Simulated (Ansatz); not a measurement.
**ZrS2, thickness series**

Take ZrS2 in the CdI2 type structure (space group P-3m1, No. 164; a = 3.6743 Å, c = 5.8606 Å; layered, stacked along the Cartesian z axis) as the base.

Free-standing slabs (3 atom(s) a layer) normal to the stacking axis with 15 Å of vacuum; in-plane cell relaxed.

All numbers come from r2SCAN+rVV10, PAW, 500 eV (Ansatz, a first-principles code; spin-orbit coupling left out).

Notes on the quantities. excess energy per area of both faces: slab less bulk energy over the cell's area: twice a surface energy.

```tsv
variant	band gap	gap character	excess energy per area of both faces	in-plane lattice parameter a	shortest interatomic distance
base	1.17 eV	–	–	3.674 Å	2.565 Å
1 layer	1.53 eV	indirect, Γ → M	0.28 J/m²	3.679 Å	2.567 Å
2 layers	1.46 eV	indirect, Γ → M	0.30 J/m²	3.676 Å	2.565 Å
3 layers	1.42 eV	indirect, Γ → M	0.31 J/m²	3.676 Å	2.565 Å
4 layers	1.34 eV	indirect, K–Γ (80 % along) → M	0.31 J/m²	3.676 Å	2.565 Å
```

The excess energy carries the mismatch between the slab's and the bulk's meshes. Gaps are Kohn–Sham eigenvalue differences; semilocal functionals usually give less than the measured gap. No phonon test of stability was made.
